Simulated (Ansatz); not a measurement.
Pressure series in ZnSe

The parent structure is ZnSe in the zinc blende structure (space group F-43m, No. 216; a = 5.568 Å).

Cell and atoms are relaxed at each pressure.

All numbers come from Kohn–Sham DFT with the LDA functional, run in Ansatz (a quantum-chemistry and plane-wave program) with PAW and 420 eV plane waves, no SOC.

Computed cases, in order: pressure −2 GPa; pressure −1 GPa; 0 GPa (base); pressure 0.9 GPa; pressure 2.1 GPa; pressure 4.5 GPa; pressure 9 GPa; pressure 15 GPa; pressure 22.5 GPa; pressure 30 GPa.

Q: Between which two neighbouring cases does the gap turn between direct and indirect?

A: Between pressure 22.5 GPa (2.14 eV, direct at Γ) and pressure 30 GPa (2.02 eV, indirect, Γ → X). The whole series: pressure −2 GPa: 1.13 eV, direct at Γ; pressure −1 GPa: 1.19 eV, direct at Γ; 0 GPa (base): 1.25 eV, direct at Γ; pressure 0.9 GPa: 1.30 eV, direct at Γ; pressure 2.1 GPa: 1.37 eV, direct at Γ; pressure 4.5 GPa: 1.49 eV, direct at Γ; pressure 9 GPa: 1.68 eV, direct at Γ; pressure 15 GPa: 1.90 eV, direct at Γ; pressure 22.5 GPa: 2.14 eV, direct at Γ; pressure 30 GPa: 2.02 eV, indirect, Γ → X.

Load acts through the strain it causes; cell and atoms are relaxed under it. Whether these cells are dynamically stable was not tested. Measured, ZnSe leaves this structure (for rock salt) near 13 GPa (temperature not stated; as listed in M. Köfferlein et al., Hyperfine Interactions (1994)).
